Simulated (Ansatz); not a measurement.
The starting structures come from a database of crystals and need not be the phases stable at ambient conditions.

 Where the default PAW files enter, the runs use the earlier of Ansatz's two default sets.

The decay constant κ of evanescent states in the gap governs leakage through a thin film.

Consider the following.

```xyz
5
Lattice="6.0676 0.0000 0.0000 0.0000 8.5809 0.0000 0.0000 4.2904 4.2063" Properties=species:S:1:pos:R:3 pbc="T T T"
Cs     0.0000     0.0000     0.0000
Pb     3.0338     4.2904     0.0000
Br     0.0000     4.2904     0.0000
Br     3.0338     2.1452     2.1032
Br     3.0338     6.4357     2.1032
```

Space group of this cell: Cmmm. The cell is strained (lengths across the current scaled by 1.02, ions clamped); by r2SCAN its mean pressure is -0.9 GPa.

Transport runs along the normal of the first two printed cell vectors.

No gap correction and no spin-orbit coupling; mid-gap values are interpolated between computed energies.

Give the band gap and the smallest decay constant κ at mid-gap that Ansatz (a quantum-chemistry and plane-wave program) with r2SCAN yields.

Gap 2.17 eV on a 6×8×8 mesh; κ = 0.155 1/Å, at (0.500, 0.000) of the in-plane reciprocal vectors. At the zone centre, at the nearest computed energy, the slowest state has κ = 0.20 1/Å.
